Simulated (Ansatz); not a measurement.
## How far to go with the k-point mesh: HgPPt₅ (P4mm, 7 atoms in the cell)

```
CELL_PARAMETERS angstrom
      3.95873     0.00000     0.00000
      0.00000     3.95873     0.00000
      0.00000     0.00000     7.24589
ATOMIC_POSITIONS crystal
  Hg 0.50000 0.50000 0.00690
  P  0.00000 0.00000 0.50000
  Pt 0.00000 0.50000 0.30307
  Pt 0.00000 0.50000 0.69693
  Pt 0.50000 0.00000 0.30307
  Pt 0.50000 0.00000 0.69693
  Pt 0.00000 0.00000 0.00000
```

Computed with PBEsol, default PAW files made with PBE (plane waves; Ansatz, a quantum-chemistry and plane-wave program).

Base settings: basis.ecutwfc = 420 eV; kpoints.mp_grid.grid = 8 8 5; hamiltonian.xc = pbesol; hamiltonian.pseudopotentials = {kind: paw} (the program's default PAW files); scf.occupations.method = gaussian; scf.occupations.width = 0.1 eV.

The second cell is the first with its lattice scaled by 0.98.

Only quantities that move along the ladder and can be compared are tabulated.

The count of work is k-points × plane waves × bands × iterations; it is no time. 

The starting cell comes from a database of computed structures (which also holds hypothetical and non-ambient phases and stackings), without a prior relaxation at this level. Its lattice was rescaled by up to half a per cent. One atom was moved a little off its site on purpose. Spin polarisation is off; with an odd number of electrons in the cell that forces a metal, and a magnetic state may lie lower. In the base run, with a pressure of about -8 GPa the cell is away from its equilibrium volume at this level. Ansatz's pressure includes its estimate of the finite-basis (Pulay) stress.

```csv
kpoints.mp_grid.grid,free energy less the last step's (meV/atom),energy of the compressed cell less the first (meV/atom),pressure (GPa),largest difference of a force vector from the last step's (eV/Å),count of work / last
2 2 1,208.95,1.95,-5.94,0.218,0.0076
2 2 2,-26.19,-18.46,-9.44,0.083,0.017
3 3 2,-29.40,-8.40,-7.82,0.176,0.013
4 4 2,5.53,-7.46,-7.62,0.084,0.030
5 5 3,-3.15,-7.03,-7.55,0.036,0.030
6 6 4,3.11,-6.95,-7.55,0.018,0.076
7 7 4,-0.24,-7.19,-7.60,0.014,0.076
8 8 5,2.00,-6.87,-7.55,0.009,0.11
10 10 6,-0.28,-7.11,-7.59,0.005,0.21
12 12 7,-0.11,-7.13,-7.60,0.002,0.28
15 15 8,-0.11,-7.15,-7.60,0.001,0.45
18 18 10,0.00,-7.14,-7.60,0.002,0.83
20 20 11,0.00,-7.13,-7.60,0.000,1.0
```

Coarsest kpoints.mp_grid.grid that holds the forces within 0.01 eV/Å of the last step, with all finer ones: 8 8 5, at 0.11 of the last step's count of work; the step before is off by 0.014 eV/Å.

Coarsest kpoints.mp_grid.grid that holds the free energy within 5 meV/atom of the last step, with all finer ones: 5 5 3, at 0.030 of the last step's count of work; the step before is off by 5.5 meV/atom.

Coarsest kpoints.mp_grid.grid that holds the pressure within 0.5 GPa of the last step, with all finer ones: 3 3 2, at 0.013 of the last step's count of work; the step before is off by 1.8 GPa.

The energy difference between the two cells stays within 1 meV/atom of the last step's from 4 4 2 on, the total only from 10 10 6 on: much of the error is common to both cells and cancels.

Keys are those of Ansatz 0.2.
